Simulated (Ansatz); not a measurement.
Cost and result by functional for the surface energy of the (10-13) surface of hcp Ru in its 1x1 cell, outermost plane spacing 0.20 Å in the ideal cut, in Ansatz (plane waves, PAW). Single points on the PBE structure, on one kind of machine; costs are rough ratios of the slab run's core time (references not counted) to the cheapest single point. r2SCAN's cost holds its higher cutoff (500 against 420 eV). Differences are taken against r2SCAN for comparison alone: no measured value is at hand, so the table doesn't rank accuracy.

Model: 18-atom slab, 10.0 Å thick at the start (thin: gaps and levels are the slab's own), 14x5x1 mesh, Fermi-Dirac 0.1 eV, dipole correction, all atoms relaxed; held to the part of the start's symmetry that mesh and held atoms allow; no spin, no spin-orbit, no U. These notes are the PBE run's.

```
functional                     relative cost  surface energy (J/m²)  less r2SCAN (J/m²)
-----------------------------  -------------  ---------------------  ------------------
RPBE                                       1                   2.80               -0.48
PBEsol                                     1                   3.51                0.23
LDA                                        1                   3.69                0.41
r2SCAN                                     2                   3.29                0.00
PBE (the relaxed run's value)              –                   3.06               -0.22
```

The values span 0.89 J/m², while the single points' costs differ by a factor of roughly 2. Differences are of unrounded values.

Ansatz is an electronic-structure program.
